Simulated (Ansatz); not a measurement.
**Response to strain in TiC**

Start from TiC in the rock salt structure (space group Fm-3m, No. 225; a = 4.3278 Å; relaxed with 0.1 eV smearing). Axes: x, y, z lie along the cube axes.

Strains are applied to the cell and any free atomic positions relax; under biaxial strain the out-of-plane vector relaxes too; under stress the whole cell relaxes.

Computed with r2SCAN, PAW, 500 eV (Ansatz, a quantum-chemistry and plane-wave program; without spin-orbit coupling).

Notes on the quantities. energy relative to the base: free energy F; pressure: mean of the normal stresses, compression positive.

| case | energy relative to the base | pressure | volume per atom |
|---|---|---|---|
| base | 0 meV/atom | 0.0 GPa | 10.13 Å³ |
| biaxial strain +4.00 %, plane normal [001], relaxed out of plane | +53 meV/atom | -12.7 GPa | 10.77 Å³ |
| biaxial strain +4.44 %, plane normal [111], relaxed out of plane | +66 meV/atom | [?] | 10.79 Å³ |
| isotropic strain −0.80 % | [?] | 6.6 GPa | 9.89 Å³ |
| uniaxial strain ε_xx = −4.88 % | +48 meV/atom | 15.9 GPa | 9.64 Å³ |
| uniaxial strain ε_xx = +0.97 % | +1.5 meV/atom | -2.4 GPa | 10.23 Å³ |
| uniaxial strain ε_yy = +4.69 % | +31 meV/atom | [?] | 10.61 Å³ |
| uniaxial strain ε_zz = −2.78 % | +14 meV/atom | 8.2 GPa | 9.85 Å³ |
| uniaxial stress, 8 GPa tension along x | +4.8 meV/atom | – | [?] |

Question: Some entries are withheld; estimate them.

Answer: 
- biaxial strain +4.44 %, plane normal [111], relaxed out of plane, pressure: -14.5 GPa
- isotropic strain −0.80 %, energy relative to the base: +4.9 meV/atom
- uniaxial strain ε_yy = +4.69 %, pressure: -10.0 GPa
- uniaxial stress, 8 GPa tension along x, volume per atom: 10.25 Å³

Beyond what the load breaks, stability against distortions was not tested. All final runs are without spin polarisation.
